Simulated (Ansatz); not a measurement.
## Pressure series in NbP

Base system: NbP (space group I4_1md, No. 109; a = 3.347 Å, c = 11.427 Å).

Cell and atoms are relaxed at each pressure.

Computed with PBE/PAW in Ansatz (a quantum-chemistry and plane-wave program), no spin-orbit coupling.

| P (GPa) | V (Å³/atom) |
|---|---|
| -2.00 | 16.178 |
| -1.00 | 16.089 |
| 0.90 | 15.925 |
| 2.10 | 15.827 |
| 4.50 | 15.638 |
| 8.99 | 15.313 |
| 14.99 | 14.926 |
| 22.49 | 14.502 |
| 29.99 | 14.128 |

Problem. Fit a third-order Birch–Murnaghan equation of state.

Solution. Least squares on P(V) = (3B₀/2)[(V₀/V)^(7/3) − (V₀/V)^(5/3)]·[1 + (3/4)(B₀′ − 4)((V₀/V)^(2/3) − 1)] gives V₀ = 16.00 Å³/atom, B₀ = 187 GPa and B₀′ = 4.1.

Load acts through the strain it causes; cell and atoms are relaxed under it. No phonon test of stability was made. Competing high-pressure phases were not computed. The final runs are not spin-polarised.
